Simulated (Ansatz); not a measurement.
Given:

```yaml
crystal:
  lattice:
    - [0.00000, 2.39698, 2.39698]
    - [2.39698, 0.00000, 2.39698]
    - [2.39698, 2.39698, 0.00000]
  atoms:
    - { symbol: As, position: [0.75000, 0.75000, 0.75000] }
    - { symbol: B, position: [0.00000, 0.00000, 0.00000] }
```

No spin polarisation.

All numbers come from r2SCAN/PAW in Ansatz (an electronic-structure program), without spin-orbit coupling, earlier PAW set. k-mesh 12×12×12 (Γ-centred); smearing 0.05 eV (Fermi–Dirac).

### Question
What is the computed width of the top valence band?

### Answer
5.37 eV.

### Question
What band gap does the calculation give?

### Answer
1.39 eV.

### Question
Estimate the electron mass.

### Answer
1.1 mₑ along k, 0.21 mₑ across (off the special points).

Load acts through the strain it causes; cell and atoms are relaxed under it. Masses are band curvatures over ±0.01 Å⁻¹ around the edge. Along k means along the line from Γ to the band edge. Whether these cells are dynamically stable was not tested. The cell was made from BAs in the zinc blende structure (space group F-43m, No. 216) by this change: pressure −1 GPa.
